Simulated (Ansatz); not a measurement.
A free linear chain of Ag atoms, stretched and compressed along its axis from its relaxed period of 5.303 Å, atoms relaxed at each length.

Level of theory: PBE (plane waves to 420 eV, PAW; Ansatz, a first-principles code). Mesh 1×1×58. No spin polarisation, so a magnetic state wasn't tested. One-dimensional cell, images about 11 Å apart. A hypothetical model. Symmetry and one short period hold its shape; lower forms weren't sought. Pairing along the axis, which can open a gap, is among the distortions not tried. Values not marked SOC lack spin–orbit coupling. Buckling under compression is shut out by symmetry and the short period. Energies are free energies at a Fermi–Dirac width of 0.02 eV, from the unstrained cell.

| strain (%) | energy (meV a period) | axial force (nN) |
|---|---|---|
| -3.0 | (withheld) | (withheld) |
| -1.5 | (withheld) | (withheld) |
| 0.0 | 0 | -0.01 |
| +1.5 | +6 | +0.24 |
| +3.0 | +23 | +0.45 |

Question: Complete the blanks.

Answer: 
- -1.5, energy (meV a period): +8
- -1.5, axial force (nN): -0.31
- -3.0, energy (meV a period): +32
- -3.0, axial force (nN): -0.67
